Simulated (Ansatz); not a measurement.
A series of runs on Mg (P6_3/mmc, 4 atoms in the cell)

```
Mg
1.0
    3.25307     0.00000     0.00000
   -1.62654     2.81724     0.00000
    0.00000     0.00000    10.56651
Mg
4
Cartesian
  0.00000   0.00000   0.00000
  0.00000   0.00000   5.28326
  0.00000   1.87816   2.64163
  1.62654   0.93908   7.92488
```

Base run A: Ansatz (a program for electronic structure) with revPBE, PAW files made with PBE, self-consistent single point.

Its settings: basis.ecutwfc = 420 eV; kpoints.mp_grid.grid = 12 12 3; hamiltonian.xc = revpbe; hamiltonian.pseudopotentials = {kind: paw} (the program's default PAW files); scf.occupations.method = fermi_dirac; scf.occupations.width = 0.05 eV.

The starting cell comes from a database of computed structures (which also holds hypothetical and non-ambient phases and stackings), without a prior relaxation at this level. Its lattice was rescaled by a random factor within 2.5 % of one. Ansatz's pressure includes its estimate of the finite-basis (Pulay) stress.

Runs:
- B: hamiltonian.xc: revpbe → lda [LDA (PW92)]
- C: hamiltonian.xc: revpbe → pbe [PBE]
- D: hamiltonian.xc: revpbe → pbesol [PBEsol]
- E: hamiltonian.xc: revpbe → rpbe [RPBE]
- F: hamiltonian.xc: revpbe → blyp [BLYP]
- G: basis.ecutwfc: 420 eV → 500 eV; hamiltonian.xc: revpbe → r2scan [r2SCAN]

```json
[
 {"run": "A", "pressure (GPa)": "-0.77"},
 {"run": "B", "pressure (GPa)": "[?]"},
 {"run": "C", "pressure (GPa)": "[?]"},
 {"run": "D", "pressure (GPa)": "-2.24"},
 {"run": "E", "pressure (GPa)": "[?]"},
 {"run": "F", "pressure (GPa)": "-0.77"},
 {"run": "G", "pressure (GPa)": "-2.26"}
]
```

What belongs in the gaps?


- B, pressure (GPa): -3.45
- C, pressure (GPa): -1.61
- E, pressure (GPa): -0.58

Keys are those of Ansatz 0.2.
